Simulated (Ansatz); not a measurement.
## A constructed model of the (0001) surface of wurtzite CdS (in the relaxation 3 Cd–S bonds broke), Cd-terminated, 2x2 Cd adatom at H3 (bottom of the slab: 2 H on 4 bottom sites)

Method: PBE (plane waves to 420 eV, PAW; Ansatz, a quantum-chemistry and plane-wave program).

Slab: 35 atoms, 14.2 Å thick at the start with caps and adatoms; k 3x3x1, smearing 0.025 eV, dipole-corrected; 8 atoms held, the rest relaxed; start symmetry kept, larger cells not searched; no spin, no spin-orbit, no U. It is one candidate, not shown to be the stable structure of the face.

| Quantity | Value |
|---|---|
| gap of the slab on its k-mesh | 0.66 eV |
| highest filled level below the top vacuum level | 4.75 eV |
| energy released by relaxation | 1.45 eV |
| cost | about 110 core-minutes (a rough figure) |
